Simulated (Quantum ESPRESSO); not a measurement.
Worked example: self-consistent single point of FeAl (Pm-3m, 2 atoms in the cell) in Quantum ESPRESSO.

Method of the run: PBE, PSlibrary ultrasoft (PBE) pseudopotentials (plane waves; Quantum ESPRESSO).

The change in words: lattice scaled by 0.98. Reference geometry:
```
CELL_PARAMETERS angstrom
      2.91000     0.00000     0.00000
      0.00000     2.91000     0.00000
      0.00000     0.00000     2.91000
ATOMIC_POSITIONS crystal
  Al 0.50000 0.50000 0.50000
  Fe 0.00000 0.00000 0.00000
```

Reference input (self-consistent single point, DFT, PBE, plane waves, PSlibrary ultrasoft (PBE) pseudopotentials): ecutwfc = 55 Ry; ecutrho = 330 Ry; occupations = smearing; smearing = fermi-dirac; degauss = 0.0073499 Ry; potentials = {Al: Al.pbe-n-rrkjus_psl.1.0.0.UPF, Fe: Fe.pbe-n-rrkjus_psl.1.0.0.UPF}; K_POINTS = automatic 11 11 11 0 0 0; conv_thr = 1e-10 Ry; mixing_beta = 0.4. This run's input differs from it in these lines:

```diff
@@ -10,3 +10,3 @@
   ibrav = 1
-  A = 2.910000000
+  A = 2.851800000
   nat = 2
```

The program printed (abridged):

```
     Self-consistent Calculation

     iteration #  1     ecut=    55.00 Ry     beta= 0.40

     Threshold (ethr) on eigenvalues was too large:
     Diagonalizing with lowered threshold

     total energy              =     -66.30268449 Ry
     estimated scf accuracy    <       0.07992016 Ry

     iteration #  2     ecut=    55.00 Ry     beta= 0.40

     total energy              =     -66.30666480 Ry
     estimated scf accuracy    <       0.16279197 Ry

     iteration #  3     ecut=    55.00 Ry     beta= 0.40

     total energy              =     -66.32599269 Ry
     estimated scf accuracy    <       0.00519467 Ry

   [... 7 blocks of this kind left out ...]

     iteration # 11     ecut=    55.00 Ry     beta= 0.40

     total energy              =     -66.32692482 Ry
     estimated scf accuracy    <          7.4E-09 Ry

     iteration # 12     ecut=    55.00 Ry     beta= 0.40
     End of self-consistent calculation

     the Fermi energy is    11.7078 ev

!    total energy              =     -66.32692482 Ry
     estimated scf accuracy    <          7.9E-11 Ry
     smearing contrib. (-TS)   =      -0.00680177 Ry
     internal energy E=F+TS    =     -66.32012304 Ry

     convergence has been achieved in  12 iterations

     Forces acting on atoms (cartesian axes, Ry/au):

     atom    1 type  1   force =     0.00000000    0.00000000    0.00000000
     atom    2 type  2   force =     0.00000000    0.00000000    0.00000000

     Total force =     0.000000     Total SCF correction =     0.000000

          total   stress  (Ry/bohr**3)                   (kbar)     P=       37.78
   0.00025682   0.00000000   0.00000000           37.78        0.00        0.00
   0.00000000   0.00025682   0.00000000            0.00       37.78        0.00
   0.00000000   0.00000000   0.00025682            0.00        0.00       37.78

   JOB DONE.
```

The run converged in 12 iterations. Against the reference run the free energy drops by 7.2 meV/atom and the pressure goes from -6.67 to 3.78 GPa.

The starting cell has typed, rounded lattice constants, without a prior relaxation at this level. For this run, on top of that: lattice scaled by 0.98. Spin polarisation is off. With a pressure of about 4 GPa the cell is away from its equilibrium volume at this level.
